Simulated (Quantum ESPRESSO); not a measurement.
**How far to go with the k-point mesh at a smearing width of 0.02 eV: W (Im-3m, 1 atom in the cell)**

```
W
1.0
   -1.57210     1.57210     1.57210
    1.57210    -1.57210     1.57210
    1.57210     1.57210    -1.57210
W
1
Cartesian
  0.00000   0.00000   0.00000
```

Method: PBE, SSSP 1.1.2 efficiency (PBE) pseudopotentials (plane waves; Quantum ESPRESSO).

Base settings: ecutwfc = 40 Ry; ecutrho = 320 Ry; occupations = smearing; smearing = fd; degauss = 0.0073499 Ry; potentials = {W: W_pbe_v1.2.uspp.F.UPF}; K_POINTS = automatic 15 15 15 0 0 0; conv_thr = 1e-11 Ry.

In this ladder: degauss = 0.00147 Ry.

Only quantities that move along the ladder and can be compared are tabulated.

The count of work is k-points × plane waves × bands × iterations; it is no time. 

The starting cell has typed, rounded lattice constants, without a prior relaxation at this level. Its lattice was rescaled by up to half a per cent. Spin polarisation is off. In the base run, with a pressure of about 9 GPa the cell is away from its equilibrium volume at this level.

```tsv
K_POINTS	free energy less the last step's (meV/atom)	pressure (GPa)	count of work / last
automatic 5 5 5 0 0 0	-48.84	8.84	0.0086
automatic 6 6 6 0 0 0	-52.20	6.86	0.016
automatic 8 8 8 0 0 0	1.02	9.40	0.025
automatic 9 9 9 0 0 0	-9.91	8.65	0.053
automatic 11 11 11 0 0 0	23.03	8.96	0.048
automatic 13 13 13 0 0 0	-13.61	8.60	0.13
automatic 16 16 16 0 0 0	-2.62	8.51	0.16
automatic 19 19 19 0 0 0	-1.60	8.61	0.24
automatic 29 29 29 0 0 0	1.35	8.87	0.60
automatic 35 35 35 0 0 0	0.00	8.89	1.0
```

Coarsest K_POINTS that holds the pressure within 0.2 GPa of the last step, with all finer ones: automatic 29 29 29 0 0 0; the step before is off by 0.28 GPa.

Coarsest K_POINTS that holds the free energy within 5 meV/atom of the last step, with all finer ones: automatic 16 16 16 0 0 0, at 0.16 of the last step's count of work; the step before is off by 14 meV/atom.
